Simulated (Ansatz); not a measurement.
This concerns the energy change on adding 2 Cl to slab B from Cl2 (gas). Reaction: cell B + Cl2 (gas) → cell A. A negative value means that the right-hand side lies lower.

Cell A: a slab of HfO2 (P2₁/c) cut along (1 1 -1), 39 atoms, oblique cell of 7.33 × 6.78 Å (44.6 Å²), symmetry P1 within 0.02 Å, 11.2 Å thick under 15 Å of vacuum, in-plane vectors held at the crystal's; planes from bottom to top: O | Hf4O4 | O3 | Hf4O8 | O3 | Hf4O4 | O | Cl × 3, its two faces unlike (dipole correction applied); added, foreign or displaced atoms, above the top plane: Cl bound to 1 Hf at 2.59 Å; Cl2 bound through Cl to 1 Hf at 2.72 Å; against B it holds 2 Cl more, on a cell with one atom a plane; spin state with PBE: parallel moments, net moment 1.0 μB a cell, k-point mesh 4×4×1.
```
CELL_PARAMETERS angstrom
      7.33489     0.00000     0.00000
      2.99960     6.08400     0.00000
      0.00000     0.00000    26.39840
ATOMIC_POSITIONS crystal
  Hf 0.61812 0.17944 0.33656
  Hf 0.61927 0.64047 0.35585
  Hf 0.17319 0.12899 0.35727
  Hf 0.06244 0.69123 0.34615
  O  0.47410 0.00744 0.38429
  O  0.76589 0.80885 0.31918
  O  0.95050 0.45172 0.37638
  O  0.27631 0.34341 0.32284
  O  0.63663 0.42859 0.30195
  O  0.59182 0.37072 0.39668
  O  0.30539 0.78162 0.34280
  O  0.94029 0.04498 0.33962
  Hf 0.98993 0.46986 0.45584
  Hf 0.99456 0.94902 0.48272
  Hf 0.54018 0.42768 0.47341
  Hf 0.44858 0.98775 0.46651
  O  0.85467 0.31021 0.50298
  O  0.13202 0.10669 0.43599
  O  0.32980 0.75258 0.49544
  O  0.65712 0.66128 0.44433
  O  0.03154 0.73802 0.42138
  O  0.95591 0.68067 0.51610
  O  0.68572 0.07056 0.47474
  O  0.30121 0.34603 0.46462
  Hf 0.37145 0.76523 0.57968
  Hf 0.36346 0.24598 0.60550
  Hf 0.92439 0.72508 0.59141
  Hf 0.81805 0.28535 0.58326
  O  0.21977 0.60918 0.61787
  O  0.51391 0.40472 0.55631
  O  0.71496 0.05943 0.61568
  O  0.03547 0.96543 0.56172
  O  0.39952 0.04160 0.54397
  O  0.33520 0.98062 0.63591
  O  0.05042 0.37124 0.59633
  O  0.68222 0.63642 0.59284
  Cl 0.35726 0.19756 0.70267
  Cl 0.81051 0.51607 0.72637
  Cl 0.77523 0.27656 0.68548
```

Cell B: a slab of HfO2 (P2₁/c) cut along (1 1 -1), 37 atoms, oblique cell of 7.33 × 6.78 Å (44.6 Å²), symmetry P1 within 0.02 Å, 9.9 Å thick under 17 Å of vacuum, in-plane vectors held at the crystal's; planes from bottom to top: O | Hf4O4 | O3 | Hf4O8 | O3 | Hf4O4 | O | Cl, its two faces unlike (dipole correction applied); added, foreign or displaced atoms, above the top plane: Cl bound to 2 Hf at 2.65–3.14 Å; spin state with PBE: parallel moments, net moment 1.0 μB a cell, k-point mesh 4×4×1.
```xyz
37
Lattice="7.3349 0.0000 0.0000 2.9996 6.0840 0.0000 0.0000 0.0000 26.3984" Properties=species:S:1:pos:R:3 pbc="T T T"
Hf     4.9700     1.0378     8.9420
Hf     6.3590     3.8346     9.4487
Hf     1.5500     0.7289     9.4719
Hf     2.4257     4.1540     9.1898
O      3.3918    -0.0133    10.1976
O      7.9352     4.8692     8.4828
O      8.2246     2.6934     9.9749
O      2.9573     2.0300     8.5745
O      5.8445     2.5556     8.0246
O      5.3754     2.1791    10.5367
O      4.4790     4.6935     9.1186
O      6.9349     0.2165     8.9844
Hf     8.5626     2.7947    12.0688
Hf    10.0455     5.7229    12.8038
Hf     5.1328     2.5609    12.5734
Hf     6.1471     5.9543    12.3410
O      7.1032     1.8333    13.3406
O      1.1702     0.5995    11.5482
O      4.5712     4.5490    13.1356
O      6.6998     3.9671    11.7863
O      2.3189     4.4563    11.1720
O      8.9987     4.0436    13.6700
O      5.1267     0.3607    12.6286
O      3.1498     2.0559    12.2647
Hf     4.9015     4.6941    15.4399
Hf     3.2577     1.4228    15.9869
Hf     8.8419     4.3044    15.6329
Hf     6.6946     1.7116    15.4666
O      3.3100     3.6439    16.3771
O      4.8546     2.3914    14.7203
O      5.1927     0.2288    16.2021
O      3.0067     5.8385    14.9203
O      2.8589     0.2917    14.3749
O      5.3956     5.9544    16.8804
O      1.3098     2.2063    15.8991
O      6.7949     3.8550    15.5986
Cl     5.7037     1.7986    17.9228
```

Reference: an isolated Cl2 molecule (singlet) in a box of 11 × 11 × 14 Å.

Computed with Ansatz (plane waves, PAW), its default PAW set, cutoff 420 eV, 500 eV for r2SCAN. The structures are at rest with PBE, within the held lattices; other levels are single points on them. HSE06 runs on coarser k-point meshes, mended by the PBE difference between the two meshes. Neutral cells; Fermi-Dirac smearing of at most 0.05 eV in the solids, energies taken to zero width. The lattices are those relaxed with PBE, so at other levels the solids can be strained, which adds to the spread. Larger cells are relaxed from a start prepared with the learned potential CHGNet, on a coarser mesh till forces fall under 0.03 eV/Å, which some starts already meet. A dispersion term (D3(BJ), or D4 for r2SCAN) was computed beside these levels and is taken off wherever the name lacks it. The PAW files were made for PBE and serve at the other functionals too. Space groups of crystals are read within 0.01 Å. Nuclei at rest; no vibrational terms. The structures are the rest points that the relaxations reached, not proven lowest. The runs are scalar-relativistic, without spin-orbit coupling. No search over spin orders was made beyond those shown. No correction for cell size.

Levels: PBE, PBE+D3(BJ), RPBE, r2SCAN, r2SCAN+D4, HSE06.

Q: Is the change downhill or uphill at each level?

A: downhill: PBE (-0.12), PBE+D3(BJ) (-0.49), r2SCAN (-0.27), r2SCAN+D4 (-0.42); uphill: RPBE (0.15); too close to call: HSE06 (-0.02) (values in eV; within 0.05 eV of zero counts as too close to call). The levels shown span 0.64 eV, from PBE+D3(BJ) (-0.49) to RPBE (0.15). They disagree on the sign.

Ansatz is a program for electronic structure.
